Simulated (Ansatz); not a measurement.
Start from TaN in the rock salt structure (space group Fm-3m, No. 225; a = 4.375 Å; relaxed with 0.1 eV smearing). Axes: x, y, z lie along the cube axes.

Computed with PBEsol (Ansatz, a program for electronic structure; PAW; 420 eV plane waves; no spin-orbit coupling), earlier PAW set.

Strains are applied to the cell and any free atomic positions relax; under biaxial strain the out-of-plane vector relaxes too; under stress the whole cell relaxes.

One change was made to it. Results:

| quantity | base | after |
|---|---|---|
| energy relative to the base (free energy F) | 0 meV/atom | +1.1 meV/atom |
| shortest interatomic distance | 2.187 Å | 2.185 Å |
| band gap | zero | zero |

Problem. Which of these changes matches the shifts?
(A) biaxial strain +1.61 %, plane normal [110], relaxed out of plane
(B) tensor shear ε_xz = +2.32 %
(C) isotropic strain −0.75 %
(D) uniaxial stress, 5 GPa tension along z

Solution. D, uniaxial stress, 5 GPa tension along z. For comparison, the energy relative to the base in the other runs: isotropic strain −0.75 % gives +6.1 meV/atom; tensor shear ε_xz = +2.32 % gives +5.0 meV/atom; biaxial strain +1.61 %, plane normal [110], relaxed out of plane gives +8.9 meV/atom.

A biaxial case was relaxed in a doubled cell and then solved in the primitive one. Stability under load was not tested beyond the relaxation. All final runs are without spin polarisation. This is not the structure that TaN has at room temperature and ambient pressure.
